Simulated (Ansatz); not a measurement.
# Pressure series in C

Base system: C in the graphite type structure (space group P6_3/mmc, No. 194; layered, stacked along the Cartesian z axis).

```
CELL_PARAMETERS angstrom
      2.45522     0.00000     0.00000
     -1.22761     2.12628     0.00000
      0.00000     0.00000     6.67052
ATOMIC_POSITIONS crystal
  C  0.00000 0.00000 0.25000
  C  0.00000 0.00000 0.75000
  C  0.33333 0.66667 0.25000
  C  0.66667 0.33333 0.75000
```

Cell and atoms are relaxed at each pressure.

The values are results of r2SCAN+rVV10 in Ansatz (plane waves to 500 eV, PAW, scalar-relativistic without spin-orbit coupling), earlier PAW set, not measurements.

Candidates:
(a) pressure −1 GPa
(b) pressure 3 GPa
(c) pressure 0.3 GPa
(d) pressure 5 GPa
(e) pressure 0.7 GPa

Base values:

```
Quantity   Result
---------  ------
c/a ratio   2.717
```

### Question
Order them by c/a ratio, highest first.

### Answer
(a) pressure −1 GPa (2.793), (c) pressure 0.3 GPa (2.699), (e) pressure 0.7 GPa (2.677), (b) pressure 3 GPa (2.583), (d) pressure 5 GPa (2.526)

The mesh was chosen for an insulator and is coarse for the gapless case. Load acts through the strain it causes; cell and atoms are relaxed under it. Stability against distortions was not tested. No other phases were tried under pressure.

Ansatz is a quantum-chemistry and plane-wave program.
